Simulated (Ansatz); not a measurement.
Results of r²SCAN in Ansatz (PAW) for Ba2BeN2 (model structure, started from the Ca2ZnN2 type, I4/mmm, No. 139, 5 atoms in the cell).

Settings: plane-wave cutoff 560 eV, 20×20×20 k mesh, Fermi–Dirac smearing 0.05 eV, scalar-relativistic PAW data made under PBE.

Cell (relaxed at this level):

```cif
data_Ba2BeN2
_chemical_formula_sum 'Ba2 Be1 N2'
_space_group_name_H-M_alt 'P 1'
_space_group_IT_number 1
_cell_length_a 6.72885
_cell_length_b 6.72885
_cell_length_c 6.72885
_cell_angle_alpha 144.491
_cell_angle_beta 144.491
_cell_angle_gamma 51.094
loop_
_space_group_symop_operation_xyz
  'x, y, z'
loop_
_atom_site_label
_atom_site_type_symbol
_atom_site_fract_x
_atom_site_fract_y
_atom_site_fract_z
_atom_site_occupancy
Ba1 Ba 0.65046 0.65046 0.00000 1
Ba2 Ba 0.34954 0.34954 0.00000 1
Be1 Be 0.00000 0.00000 0.00000 1
N1 N 0.87292 0.87292 0.00000 1
N2 N 0.12708 0.12708 0.00000 1
```

Task: Predict the band gap, direct gap at Γ and bulk modulus.

Result: 
- band gap = 1.13 eV (on the SCF k mesh)
- direct gap at Γ = 1.54 eV
- bulk modulus = 62.8 GPa

Note: the bulk modulus is −V dP/dV from two relaxed cells at ±2 % in volume; the relaxation could raise the start's symmetry but not lower it, so the cell can be a saddle point.

Spin–orbit coupling is not included.

Static lattice: no zero-point or thermal effects.

A model structure was made by putting elements into a prototype or built by hand; it is no filed structure, need not be a known phase, and can be a saddle point held by its symmetry.

Ansatz is an electronic-structure program.
